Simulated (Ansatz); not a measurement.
An Ansatz (a quantum-chemistry and plane-wave program) run: Re with a change (uniaxial stress, 8 GPa compression along x); Ansatz PBEsol, no SOC.

Input:

Ansatz 0.2 input:
```yaml
crystal:
  lattice:
    - [2.7508288686, 0, 0]
    - [-1.3754144343, 2.3822876817, 0]
    - [0, 0, 4.4414418532]
  atoms:
    - { symbol: Re, position: [0.3333333333, 0.6666666667, 0.75] }
    - { symbol: Re, position: [0.6666666667, 0.3333333333, 0.25] }
basis: { ecutwfc: 420, ecutrho_ratio: 4, xc_grid: 2, fft_grid_basis: typed }
kpoints: { mp_grid: { grid: [19, 19, 11] } }
hamiltonian:
  xc: pbesol
  dispersion: none
  pseudopotentials: { kind: paw }
scf: { occupations: { method: fermi_dirac, width: 0.05 } }
relax: { f_tol: 0.005, max_steps: 50, cell: { stress_tol: 0.01, sigma_target: [8, 0, 0, 0, 0, 0] } }
output: { forces: true, stress: true }
checkpoint: { write: state.ck, write_every: 1000 }
```

Output (explanatory and most iteration lines left out):

```
Relaxation: its limit of steps is 50 (relax.max_steps)
Pseudopotential: Re, paw, valence charge 15
Crystal: 2 atoms, lattice volume = 29.106 Å³
Basis set: ecut = 420 eV, 573 PW (Γ), exchange–correlation on 40×40×60 points (8 copies of the dense FFT grid, shifted against one another)
Bands: 19, of which v1, the nominal top of the filled ones, is band 15 counted from 1 (14 counted from 0)
Symmetry: 8 space group operations
k-points: 600 of 3971
Functional: x = pbesol(κ = 0.804, μ = 0.12345679012345678), c = pbesol(β = 0.046)
SCF iter   1: F=—  HF=-21474.500411 eV  |F-HF|=—  |Δ(HF+E_count)|=         —  Δρ=8.22e-3  dr2=6.32e-3  ethr=1.77e-3  ⟨swp⟩=5.8  Hψ=51865  notcnv=0
SCF iter   2: F=—  HF=-21474.501597 eV  |F-HF|=—  |Δ(HF+E_count)|=   1.19e-3  Δρ=4.84e-3  dr2=2.34e-3  ethr=2.11e-5  ⟨swp⟩=1.3  Hψ=17042  notcnv=0
SCF 1 converged in 6 iterations: F = -21474.501980 eV  dr2 = 1.75e-9
relax step   1: F+E_penalty+E_count = -21474.50197950 eV  Δ(F+E_penalty+E_count) = +0.000e0 eV  max|allowed force component| = 1.001e-7 eV/Å  Δτ_max = 0.0000 Å  P = -0.005 GPa  Ω = 29.106 Å³  (6 SCF iters, dr2 threshold 1.00e-7 eV, accepted)
[... steps on the carried basis left out ...]
relax step   8: F+E_penalty+E_count = -21474.49116239 eV  Δ(F+E_penalty+E_count) = -9.383e-8 eV  max|allowed force component| = 2.408e-6 eV/Å  Δτ_max = 0.0000 Å  P = +2.667 GPa  Ω = 28.920 Å³  stress off target by 2.18e-4 GPa  SCF on the basis re-selected at this cell (its energy is not comparable with the rows above)  (8 SCF iters)
SCF converged after 8 iterations
Free energy (F): -21474.491162 eV
Internal energy: -21474.478790 eV  (E = F + TS)
E sigma→0 (E₀):  -21474.484976 eV
Entropy (-TS):   -0.012372 eV (-6.186 meV/atom)
Fermi energy:    24.311579 eV
--- Forces (eV/Å), atoms counted from 1 ---
  atom   1  Re     0.00000000    -0.00000241    -0.00000000
  atom   2  Re    -0.00000000     0.00000241     0.00000000
--- Stress (GPa, compression-positive) ---
        8.000027       0.000000      -0.000000
        0.000000       0.000218       0.000000
       -0.000000       0.000000       0.000206
  P = ⅓ Tr σ = 2.6668 GPa (26.668 kbar)
--- Relaxed structure (6 steps of the walk, 5 accepted, 2 SCFs on fresh bases) ---
  cell:  # Å, volume = 28.9195 Å³
    - [2.708731119357768, 0.0, 0.0]
    - [-1.354365559678884, 2.396803796689984, 0.0]
    - [0.0, 0.0, 4.454439130080053]
  atoms:
    - { symbol: Re, position: [0.3349663909514859, 0.6699327819029718, 0.75] }
    - { symbol: Re, position: [0.6650336090485142, 0.3300672180970284, 0.25] }
```

Without a gap, meshes like the base's 19×19×11 leave anisotropic stresses uncertain by several tenths of a GPa, and small strain energies with them. Load acts through the strain it causes; cell and atoms are relaxed under it. sigma_target is in GPa, compression positive, in the order xx, yy, zz, yz, xz, xy. Stability under load was not tested beyond the relaxation. All final runs are without spin polarisation. The cell was made from Re in the hcp (Mg type) structure (space group P6_3/mmc, No. 194) by this change: uniaxial stress, 8 GPa compression along x.
